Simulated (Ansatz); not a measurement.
**C in the diamond structure (space group Fd-3m, No. 227)**

Space group Fd-3m, origin choice 1 (No. 227); a = b = c = 3.532 Å, α = β = γ = 90.00°

```json
[
 {"atom": "C", "site": "8b", "symmetry": "-43m", "x": "0.5000", "y": "0.5000", "z": "0.5000"}
]
```
(The calculation used a cell of 2 atoms; values per cell refer to that cell.)

All numbers come from plane-wave PAW DFT at the LDA level (Ansatz, a program for electronic structure, 420 eV), scalar-relativistic without spin-orbit coupling. Settings: 16×16×16 k-points, 0.05 eV Fermi–Dirac smearing.

The volume per atom is 5.51 Å³. The density is 3.62 g/cm³. The band gap is 4.17 eV, indirect, Γ → Γ–X (71 % along), the electron mass is 1.8 mₑ along k, 0.29 mₑ across and the hole mass (degenerate bands, along [100]) is 0.29, 0.29, 0.55 mₑ. The lowest conduction-band minima above the VBM is a point along ⟨100⟩, about 1.3 Å⁻¹ from Γ 4.17 eV and the total energy is -242.993 eV/atom (σ→0; compares only within this code and set-up).

Effective masses come from finite differences of ±0.01 Å⁻¹. Along k means along the line from Γ to the band edge. Stability against distortions was not tested.
